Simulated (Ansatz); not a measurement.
# Size effect: YAl (Pm-3m) beside Cu

YAl (Pm-3m) has a bulk resistivity ρ₀ of 20.7 μΩ·cm and a mean free path ℓ of 11.6 nm. Cu (Fm-3m): ρ₀ = 1.66 μΩ·cm, ℓ = 40.5 nm. Both at 300 K by PBEsol, DFPT electron-phonon coupling, linearised Boltzmann equation (plane waves, PAW, scalar-relativistic; Ansatz, a first-principles code); third figures are kept for the arithmetic, and halving the electron mesh moves ρ₀ by up to 2 and 1 % at 300 K, and ℓ by up to 3 and 1 % (the most at any temperature). Cell of YAl (Pm-3m): a = b = c = 3.562 Å, α = β = γ = 90.00°. Remarks on YAl (Pm-3m): eigensolver warning.

Square wire of width d: ρ = ρ₀ {1 + (3/4)(1 − p) ℓ/d + (3/2) [R/(1 − R)] ℓ/D}, with p = 0.5, R = 0.15, D = d.

### Question
Reduce the formula and give each metal's size term.

### Answer
With D = d the size term is Kρ₀ℓ/d, K = 0.75 × 0.5 + 1.5 × 0.15/0.85 = 0.640. YAl (Pm-3m): ρ₀ℓ = 24×10⁻¹⁶ Ω·m², ρ = 20.7 + 154/d. Cu: 6.72×10⁻¹⁶ Ω·m², ρ = 1.66 + 43.0/d (μΩ·cm, d in nm).

### Question
Do these numbers give a width at which YAl (Pm-3m) overtakes?

### Answer
Nowhere: neither ρ₀ nor ρ₀ℓ of YAl (Pm-3m) lies under that of Cu.

### Question
Give copper a liner of 1.5 nm on each side that carries no current, and suppose that YAl (Pm-3m) needs no liner. Find the resistance of 1 μm of line, ρL/d², in square trenches of width w. Take w = 9, 16, 24, 30 nm.

### Answer
| w (nm) | ρ, YAl (Pm-3m) (μΩ·cm) | Ω/μm, YAl (Pm-3m) | core d (nm) | ρ, Cu (μΩ·cm) | Ω/μm, Cu |
|---|---|---|---|---|---|
| 9 | 38 | 4700 | 6 | 8.8 | 2500 |
| 16 | 30 | 1180 | 13 | 5.0 | 290 |
| 24 | 27 | 470 | 21 | 3.7 | 84 |
| 30 | 26 | 290 | 27 | 3.3 | 45 |

The line of Cu has the lower resistance at w = 9, 16, 24, 30 nm. For Cu, d lies under 0.3 ℓ at w = 9 nm, where the formula is only a guide.

The formula is the first-order form of the Fuchs-Sondheimer and Mayadas-Shatzkes models for a square wire of an isotropic metal and fails where d lies far under ℓ. Specularity, reflection and grain size are typed assumptions. Defining ℓ as one path for all states would lower each ρ₀ℓ, not all alike. Only harmonic phonons scatter in ρ₀; disorder, surface states and the phase's stability aren't judged.

Computed structure with no diffraction record at hand here (it may be known, metastable or hypothetical): YAl (Pm-3m).
